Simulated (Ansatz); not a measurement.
fluorite (1 1 1) on zinc-blende GaAs (1 1 1) (film strained to the substrate, started from cuts of the bulks and a machine-learned relaxation; metallic at this level, with no gap by band count; slabs As4Ga4 and Ca4F8, which can lie off the formulas)

A periodic stack without vacuum, fluorite (1 1 1) on zinc-blende GaAs (1 1 1) (film strained to the substrate, started from cuts of the bulks and a machine-learned relaxation; metallic at this level, with no gap by band count; slabs As4Ga4 and Ca4F8, which can lie off the formulas): substrate slab As4Ga4, film Ca4F8, surface cells [[-1, 1], [-1, 0]] and [[1, 0], [0, 1]], film strained by +4.3 and +4.3 %, outermost planes Ga/As and F/F as cut, which need not be the usual terminations and can put a slab off its formula.

The start was prepared with a machine-learned potential, and the result is one local minimum, with the in-plane cell held and forces under 0.04 eV/Å; the film can end far from its bulk form.

These are PBE (plane waves to 420 eV, PAW; Ansatz, an electronic-structure program) values and carry that method's errors. Scalar-relativistic, without spin–orbit coupling; the runs are not spin-polarised; PBE gaps are too small against experiment. Its k-point mesh 7×7×1, Fermi–Dirac width 0.05 eV.

| Item | Result |
|---|---|
| interface area | 14.3 Å² |
| period | 26.48 Å |
| heights between the nearest atoms of the two slabs at the two interfaces | 2.80 and 2.14 Å |
| As–Ca contacts across the interfaces within 1.22 times the sum of covalent radii | 1, mean 3.24 Å |
| F–Ga contacts across the interfaces within 1.22 times the sum of covalent radii | 1, mean 2.14 Å |
| two interfaces | unlike, so that offsets are their mean |

```
CaGaAsF2
1.0
    4.06264     0.00054    -0.03468
    2.03190     3.51661     0.10560
    0.28426     1.21802    26.53981
As Ga Ca F
4 4 4 8
Direct
  0.30852   0.44368   0.06467
  0.68564   0.68895   0.19354
  0.06001   0.93942   0.32068
  0.43580   0.18879   0.44982
  0.96780   0.12591   0.03996
  0.34351   0.37370   0.16467
  0.71789   0.62414   0.29170
  0.09316   0.87468   0.41863
  0.48445   0.09717   0.57198
  0.85514   0.35580   0.68860
  0.22529   0.61382   0.80621
  0.59430   0.87285   0.92337
  0.14635   0.77409   0.55556
  0.82866   0.40919   0.60632
  0.51510   0.03603   0.66752
  0.19921   0.66740   0.72339
  0.88560   0.29343   0.78563
  0.56935   0.92515   0.84103
  0.25453   0.55184   0.90186
  0.93912   0.18150   0.95918
```
